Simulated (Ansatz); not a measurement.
Base system: GaSb in the zinc blende structure (space group F-43m, No. 216; a = 6.1324 Å).

The values are results of r2SCAN/PAW in Ansatz (a program for electronic structure), no spin-orbit coupling, not measurements.

For the base:

- Lattice parameter a: 6.132 Å
- Valley order: Γ 0.41 eV; L along ⟨111⟩ 0.68 eV; a point along ⟨100⟩, about 0.9 Å⁻¹ from Γ 1.10 eV

Modification: a hydrostatic pressure of 22.5 GPa.

What does the calculation give for the lattice parameter a after the change?

The lattice parameter a shrinks by 0.474 Å to 5.658 Å.

How does this affect the valley order?

The valley order (the lowest conduction-band minima on the path, energy above the VBM, named in the base's zone) changes from Γ 0.41 eV; L along ⟨111⟩ 0.68 eV; a point along ⟨100⟩, about 0.9 Å⁻¹ from Γ 1.10 eV to a point along ⟨100⟩, about 0.8 Å⁻¹ from Γ 0.66 eV; L along ⟨111⟩ 1.30 eV; Γ 2.37 eV.

Spin-orbit coupling, missing from the scalar runs, can matter with Sb. The levels and masses belong to the bands next to the band gap. Load acts through the strain it causes; cell and atoms are relaxed under it. Stability against distortions was not tested. Tetrahedral semiconductors of this kind turn to denser phases somewhere between about 1 and 50 GPa; those were not computed, so compressed cells here can lie past the real transition.
